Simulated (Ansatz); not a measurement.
The reference is Rh in the fcc (Cu type) structure (space group Fm-3m, No. 225; a = 3.830 Å).

(Cell as relaxed with PBE.)

Levels (all Ansatz, a quantum-chemistry and plane-wave program, PAW, earlier PAW set): PBE (420 eV, no SOC); PBEsol (420 eV, no spin-orbit coupling).

Each level relaxes its own structure.

| quantity | PBE | PBEsol |
|---|---|---|
| volume per atom | 14.05 Å³ | 13.50 Å³ |
| lattice parameter a | 383.0 pm | 378.0 pm |
| band gap | zero | zero |

PBE's volume per atom lies 0.544 Å³ above PBEsol's (4.0 %); PBE's lattice parameter a lies 5.0 pm above PBEsol's (1.3 %); the two agree on the band gap. Neither level is exact; PBEsol is the comparison here, not a measurement.

Stability against distortions was not tested. The final runs are not spin-polarised.
